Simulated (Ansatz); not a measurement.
## Effect of electrons 2.0×10^21 cm⁻³ on ZrO2

Take ZrO₂ (space group P4_2/nmc, No. 137; a = 3.5845 Å, c = 5.1787 Å) as the base.

Perturbation: 0.133 electrons added to each cell, a density of 2.0×10^21 cm⁻³, with a uniform compensating background at fixed cell and a 300 K Fermi–Dirac width.

Method: Ansatz (a program for electronic structure), PBEsol, PAW, cutoff 420 eV, no spin-orbit coupling, earlier PAW set. k-mesh 13×13×9 (Γ-centred); smearing 0.0259 eV (Fermi–Dirac).

The gap between the host's bands increases by 0.051 eV (4.00 eV → 4.06 eV) and the gap character stays indirect, M–Γ (56 % along) → Γ. The Fermi level relative to the doped band's edge (positive inside the band; to 0.05 eV) amounts to +0.40 eV.

Carriers are added with a uniform compensating background; total energy and stress of such cells depend on the potential's zero and are not compared; many-body gap narrowing is missing at this level. No phonon test of stability was made. This is not the structure that ZrO2 has at room temperature and ambient pressure.
